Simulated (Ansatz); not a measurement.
The starting structures come from a database of crystals and need not be the phases stable at ambient conditions.

By PBEsol, the system below comes out a metal.

The ballistic (Sharvin) conductance counts the channels at the Fermi level: G/A = (e²/h) × channels of both spins per area.

Data:

```yaml
crystal:
  lattice:
    - [3.79543, 0.00000, 0.00000]
    - [0.00000, 3.79543, 0.00000]
    - [1.89772, -1.89772, 4.36537]
  atoms:
    - { symbol: Nb, position: [0.00000, 0.00000, 0.00000] }
    - { symbol: Ga, position: [0.50000, 0.50000, 0.00000] }
    - { symbol: Ga, position: [0.25000, 0.25000, 0.50000] }
    - { symbol: Ga, position: [0.75000, 0.75000, 0.50000] }
```

Space group of this cell: I4/mmm. The cell is taken as given; by PBEsol its mean pressure is -2.4 GPa.

The current flows along the normal of the first two printed cell vectors, the (001) plane of the conventional cell. No spin-orbit coupling; the value is a mean over 0.1 eV about the Fermi level.

**Question.** Estimate the ballistic conductance per area that PBEsol (Ansatz, a program for electronic structure) returns for this system.

**Answer.** 0.17 × 10¹⁵ S/m² for both spins.
